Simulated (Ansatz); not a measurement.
Cost and result by functional for the surface energy of the (321) surface of fcc Au in its 1x1 cell, outermost plane spacing 0.56 Å in the ideal cut, in Ansatz (plane waves, PAW). Single points on the PBE structure, on one kind of machine; costs are rough ratios of the slab run's core time (references not counted) to the cheapest single point. r2SCAN's cost holds its higher cutoff (500 against 420 eV). Differences are taken against r2SCAN for comparison alone: no measured value is at hand, so the table doesn't rank accuracy.

Model: 19-atom slab, 10.0 Å thick at the start (thin: gaps and levels are the slab's own), 8x6x1 mesh, Fermi-Dirac 0.1 eV, dipole correction, all atoms relaxed; held to the start's symmetry, so lower structures may exist; no spin, no spin-orbit, no U. These notes are the PBE run's.

```json
[
 {"functional": "PBEsol", "relative cost": "1", "surface energy (J/m²)": "1.21", "less r2SCAN (J/m²)": "0.15"},
 {"functional": "LDA", "relative cost": "1", "surface energy (J/m²)": "1.37", "less r2SCAN (J/m²)": "0.31"},
 {"functional": "RPBE", "relative cost": "1", "surface energy (J/m²)": "0.64", "less r2SCAN (J/m²)": "-0.42"},
 {"functional": "r2SCAN", "relative cost": "2", "surface energy (J/m²)": "1.06", "less r2SCAN (J/m²)": "0.00"},
 {"functional": "PBE (the relaxed run's value)", "relative cost": "–", "surface energy (J/m²)": "0.87", "less r2SCAN (J/m²)": "-0.18"}
]
```

The values span 0.73 J/m², while the single points' costs differ by a factor of roughly 2. Differences are of unrounded values.

Ansatz is a program for electronic structure.
